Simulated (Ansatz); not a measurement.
**Response to strain in NbAs**

Start from NbAs (space group I4_1md, No. 109; a = 3.474 Å, c = 11.749 Å; relaxed with 0.1 eV smearing). Axes: x, y, z lie along a, b, c of the conventional cell.

Strains are applied to the cell and any free atomic positions relax; under biaxial strain the out-of-plane vector relaxes too.

The values are results of DFT with PBE, PAW potentials and a 420 eV plane-wave cutoff in Ansatz (a program for electronic structure), spin-orbit coupling left out, not measurements.

Candidates:
(a) isotropic strain +1.79 %
(b) biaxial strain +1.94 %, plane normal [001], relaxed out of plane
(c) isotropic strain +0.15 %

Notes on the quantities. energy relative to the base: free energy F.

Question: Order them by energy relative to the base, highest first.

Answer: (a) isotropic strain +1.79 % (+24 meV/atom), (b) biaxial strain +1.94 %, plane normal [001], relaxed out of plane (+12 meV/atom), (c) isotropic strain +0.15 % (+0.2 meV/atom)

No phonon test of stability was made. All final runs are without spin polarisation.
